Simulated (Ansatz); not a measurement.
Start from GaCuSe$_{2}$ in the chalcopyrite structure (space group I-42d, No. 122).

```
CELL_PARAMETERS angstrom
     -2.80390     2.80390     5.54824
      2.80390    -2.80390     5.54824
      2.80390     2.80390    -5.54824
ATOMIC_POSITIONS crystal
  Cu 0.75000 0.25000 0.50000
  Cu 0.00000 0.00000 0.00000
  Ga 0.25000 0.75000 0.50000
  Ga 0.50000 0.50000 0.00000
  Se 0.12136 0.12500 0.49636
  Se 0.62864 0.62500 0.50364
  Se 0.37500 0.87864 0.00364
  Se 0.87500 0.37136 0.99636
```

All numbers come from Ansatz (a program for electronic structure), r2SCAN, PAW, cutoff 500 eV, without spin-orbit coupling, earlier PAW set.

Before the change:

The gap between the host's bands is 0.57 eV and the gap character is direct at Γ.

The change: hole doping at 7.0×10^21 cm⁻³ (1.22 per cell), with a uniform compensating background at fixed cell and a 300 K Fermi–Dirac width.

Question: How does this affect the Fermi level from band edge, gap between the host's bands, largest internal atomic displacement and gap character?

Answer: The Fermi level relative to the doped band's edge (positive inside the band; to 0.05 eV) amounts to +0.55 eV; the gap between the host's bands increases by 0.327 eV (0.57 eV → 0.89 eV); the largest internal atomic displacement amounts to 0.027 Å; the gap character remains direct at Γ.

Charged cell with a jellium background: band edges are those of the host's band count, energies are not comparable with the neutral cell, and many-body gap narrowing is missing. Whether these cells are dynamically stable was not tested. The final runs are not spin-polarised.
